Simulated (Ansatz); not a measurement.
Relaxation of the outer planes of the (210) surface of bcc Fe, ferromagnetic in its 1x1 cell, outermost plane spacing 0.63 Å in the ideal cut.

Computed with PBE (plane waves to 420 eV, PAW; Ansatz, an electronic-structure program).

Slab: 17 atoms, 10.1 Å thick at the start (thin: gaps and levels are the slab's own); k 13x6x1, smearing 0.1 eV, dipole-corrected; all atoms relaxed; symmetry of the start imposed; spin-polarised, no spin-orbit, no U.

| plane | atoms | bulk spacing to the next (Å) | relaxed spacing (Å) | change (%) | rumpling (Å) |
|---|---|---|---|---|---|
| 1 | Fe | 0.633 | 0.515 | -18.7 | 0.00 |
| 2 | Fe | 0.633 | 0.601 | -5.1 | 0.00 |
